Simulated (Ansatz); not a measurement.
# A computed series for CuI: response to strain

The reference is CuI in the zinc blende structure (space group F-43m, No. 216).

```yaml
crystal:
  lattice:
    - [0.00000, 3.01141, 3.01141]
    - [3.01141, 0.00000, 3.01141]
    - [3.01141, 3.01141, 0.00000]
  atoms:
    - { symbol: Cu, position: [0.00000, 0.00000, 0.00000] }
    - { symbol: I, position: [0.25000, 0.25000, 0.25000] }
```

Cartesian axes are those of the cell as printed.

Strains are applied to the cell and any free atomic positions relax; under biaxial strain the out-of-plane vector relaxes too.

Computed with r2SCAN/PAW in Ansatz (a program for electronic structure), no spin-orbit coupling.

Candidates:
(a) biaxial strain +0.42 %, plane normal [111], relaxed out of plane
(b) biaxial strain +1.67 %, plane normal [111], relaxed out of plane
(c) biaxial strain +0.83 %, plane normal [111], relaxed out of plane

For the base:

```
Quantity   Result
--------  -------
Band gap  1.67 eV
```

### Question
Order them by band gap, highest first.

### Answer
(a) biaxial strain +0.42 %, plane normal [111], relaxed out of plane (1.65 eV), (c) biaxial strain +0.83 %, plane normal [111], relaxed out of plane (1.63 eV), (b) biaxial strain +1.67 %, plane normal [111], relaxed out of plane (1.58 eV)

Spin-orbit coupling, missing from the scalar runs, can matter with I. Whether these cells are dynamically stable was not tested. All final runs are without spin polarisation.
